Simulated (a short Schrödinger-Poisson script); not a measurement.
Structure: symmetric double-gate stack, SiO2 on p-type GaAs, at 300 K.

```csv
layer,material,thickness (nm),Na (cm⁻³)
1,SiO2,1.3,-
2,GaAs,10,5e16
3,SiO2,1.3,-
```

Constants are typed, rounded textbook-type inputs, not results; the design itself was drawn at random and stands for no fabricated device. SiO2: permittivity 3.9, conduction-band edge (eV) 3.17, gap (eV) 9, electron mass (mₑ) 0.5. GaAs: permittivity 12.9, conduction-band edge (eV) 0, gap (eV) 1.424, Nv at 300 K (cm⁻³) 9e18.

Channel valleys (confinement mass, in-plane density-of-states mass, number): Γ 0.067, 0.067, 1. At the gates, both at one voltage, the conduction-band edge of layer 1 lies 3.62 eV − eVg above the Fermi level of the channel. Gaps are held at their typed values at every temperature. Mesh 0.03 nm at interfaces.

Solved with a short Schrödinger-Poisson script written for these runs: 1D Poisson equation in equilibrium, electrons quantum, Hartree (BenDaniel-Duke, 12 states a valley, the channel's in-plane mass for all, wave functions free to enter the dielectric), parabolic valleys, classical holes, full ionisation, no traps, pinning or gate leakage.

The same stack at other levels of the model or other numerical settings:

```csv
run,sheet density of all electrons at Vg = 1.15 V (cm⁻²),sheet density of all electrons at Vg = 0.55 V (cm⁻²),capacitance of both gates at Vg = 1.15 V (μF/cm²),gate voltage at 1e11 electrons/cm² (V),rough cost against the base
base,1.00e13,8.54e11,2.77,0.45,about 1
"electrons treated as classical, Boltzmann",1.78e13,1.61e12,___,0.42,0.07
"electrons treated as classical, Fermi-Dirac",1.08e13,___,2.83,0.42,0.2
"electrons treated as quantum, Hartree plus LDA exchange-correlation",1.05e13,9.82e11,2.82,0.44,2
mesh six times as coarse,9.94e12,8.36e11,2.75,0.45,0.3
one subband a valley,8.11e12,8.42e11,___,0.45,0.4
```

Question: What belongs in the gaps?

Answer: 
- one subband a valley, capacitance of both gates at Vg = 1.15 V (μF/cm²): 2.01
- electrons treated as classical, Boltzmann, capacitance of both gates at Vg = 1.15 V (μF/cm²): 4.84
- electrons treated as classical, Fermi-Dirac, sheet density of all electrons at Vg = 0.55 V (cm⁻²): 1.18e12

The classical rows ignore confinement, and Boltzmann statistics overrate the density once the band edge passes the Fermi level.

Above a few 1e12 electrons/cm² a light Γ valley is non-parabolic and upper valleys begin to fill, which the model leaves out.
